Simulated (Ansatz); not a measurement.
**Magnetic orders in Rb2MnF5**

The reference is Rb2MnF5 (space group P4/mmm, No. 123; ferromagnetic; a cell from a computed database, its experimental status unchecked).

```yaml
crystal:
  lattice:
    - [5.99889, 0.00000, 0.00000]
    - [0.00000, 5.99889, 0.00000]
    - [0.00000, 0.00000, 4.17088]
  atoms:
    - { symbol: Rb, position: [0.00000, 0.50000, 0.50000] }
    - { symbol: Rb, position: [0.50000, 0.00000, 0.50000] }
    - { symbol: Mn, position: [0.00000, 0.00000, 0.00000] }
    - { symbol: F, position: [0.00000, 0.00000, 0.50000] }
    - { symbol: F, position: [0.78097, 0.78097, 0.00000] }
    - { symbol: F, position: [0.21903, 0.21903, 0.00000] }
    - { symbol: F, position: [0.21903, 0.78097, 0.00000] }
    - { symbol: F, position: [0.78097, 0.21903, 0.00000] }
```

Each order is relaxed in cell and atoms; arrows give the starting signs on the magnetic atoms.

Calculations: PBEsol (Ansatz, a first-principles code, PAW, without spin-orbit coupling).

Notes on the quantities. energy relative to the base: σ→0; to 0.01 eV only: unlike meshes or grids.

```json
[
 {"variant": "base", "band gap": "0.13 eV", "shortest interatomic distance": "1.858 Å", "energy relative to the base": "0.00 eV/atom"},
 {"variant": "non-magnetic", "band gap": "zero", "shortest interatomic distance": "1.870 Å", "energy relative to the base": "+0.21 eV/atom"},
 {"variant": "↑↓ start, q = (0, 1/2, 0), 16 atoms", "band gap": "0.23 eV", "shortest interatomic distance": "1.857 Å", "energy relative to the base": "0.00 eV/atom"},
 {"variant": "↑↓ start, q = (0, 0, 1/2), 16 atoms", "band gap": "0.88 eV", "shortest interatomic distance": "1.856 Å", "energy relative to the base": "-0.01 eV/atom"}
]
```

Other magnetic orders, which the real material may have, were not ruled out. Whether these cells are dynamically stable was not tested. No Hubbard U is applied, and correlation can decide whether such a compound is a metal. A gap here joins edges of opposite spin (a spin-flip gap). Spin-polarised in the final run: base, ↑↓ start, q = (0, 1/2, 0), 16 atoms and ↑↓ start, q = (0, 0, 1/2), 16 atoms; the other runs are not. Rb2MnF5 has a high density of states at the Fermi level and may be magnetic at this level. The zero or small gap of Rb2MnF5 can change with the level of theory.
